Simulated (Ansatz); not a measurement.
The starting structures come from a database of crystals and need not be the phases stable at ambient conditions.

 Where the default PAW files enter, the runs use the earlier of Ansatz's two default sets.

Crystal: CsLaS2 (R-3m, not sure to be the ambient phase, 4 atoms a cell, 32.9 Å³ an atom); planes in its conventional cell.

Computed with r2SCAN (plane waves, PAW; Ansatz, a quantum-chemistry and plane-wave program).

The gap is the functional's own. No spin-orbit coupling. Mid-gap values are interpolated on the energy grid.

```
plane  area of the cell (Å²)  mid-gap κ (1/Å)  largest κ in the gap (1/Å)
-----  ---------------------  ---------------  --------------------------
(001)                   16.3             0.32                        0.33
(101)                   35.5                ?                           ?
```

**Question.** The slowest decay depends on the direction. Supply the withheld values.

**Answer.** 
- (101), mid-gap κ (1/Å): 0.28
- (101), largest κ in the gap (1/Å): 0.29
